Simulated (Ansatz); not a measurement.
## Re: response to strain

Start from Re in the hcp (Mg type) structure (space group P6_3/mmc, No. 194; a = 2.752 Å, c = 4.440 Å; relaxed with 0.1 eV smearing). Axes: x lies along a and z along c of the hexagonal cell.

Strains are applied to the cell and any free atomic positions relax.

Computed with PBEsol in Ansatz (plane waves to 420 eV, PAW, spin-orbit coupling left out).

Candidates:
(a) uniaxial strain ε_xx = −3.00 %
(b) uniaxial strain ε_xx = −1.50 %
(c) uniaxial strain ε_xx = +1.50 %
(d) uniaxial strain ε_xx = +1.00 %

Notes on the quantities. energy relative to the base: free energy F.

Task: Order them by energy relative to the base, highest first.

Result: (a) uniaxial strain ε_xx = −3.00 % (+29 meV/atom), (b) uniaxial strain ε_xx = −1.50 % (+6.9 meV/atom), (c) uniaxial strain ε_xx = +1.50 % (+6.2 meV/atom), (d) uniaxial strain ε_xx = +1.00 % (+2.8 meV/atom)

No phonon test of stability was made. The final runs are not spin-polarised.

Ansatz is a quantum-chemistry and plane-wave program.
